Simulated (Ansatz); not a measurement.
Data:

```
Al2Au
1.0
    0.00000     3.00158     3.09163
    3.00158     0.00000     3.09163
    3.00158     3.00158     0.00000
Al Au
2 1
Direct
  0.25000   0.25000   0.25000
  0.75000   0.75000   0.75000
  0.00000   0.00000   0.00000
```

No spin polarisation.

Method: Ansatz (an electronic-structure program), PBEsol, PAW, cutoff 420 eV, without spin-orbit coupling. k-mesh 17×17×17 (Γ-centred); smearing 0.1 eV (Fermi–Dirac).

### Question
Predict the band gap, space group and pressure.

### Answer
Band gap: zero
Space group: I4/mmm (No. 139)
Pressure (mean of the normal stresses, compression positive): -3.2 GPa

The cells carry an imposed strain or load. Stability against distortions was not tested. The cell was made from Al$_{2}$Au (space group Fm-3m, No. 225) by this change: uniaxial strain ε_zz = +3.00 %.
